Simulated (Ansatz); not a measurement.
Consider AgCl in the rock salt structure (space group Fm-3m, No. 225; a = 5.5450 Å).

Method: r2SCAN (Ansatz, a quantum-chemistry and plane-wave program), scalar-relativistic without spin-orbit coupling.

Before the change:

```
Item                      Value
---------------  --------------
Volume per atom        21.31 Å³
Electron mass    0.29 mₑ (at Γ)
Band gap                1.48 eV
```

One thing is altered: cell and atoms relaxed at a pressure of 1.8 GPa.

Question: Predict the new volume per atom, electron mass and band gap.

Answer: The volume per atom falls by 0.68 Å³, from 21.31 Å³ to 20.63 Å³; the electron mass goes from 0.29 mₑ (at Γ) to 0.28 mₑ (at Γ); the band gap is still 1.48 eV.

Load acts through the strain it causes; cell and atoms are relaxed under it. Masses are band curvatures over ±0.01 Å⁻¹ around the edge. Stability against distortions was not tested.
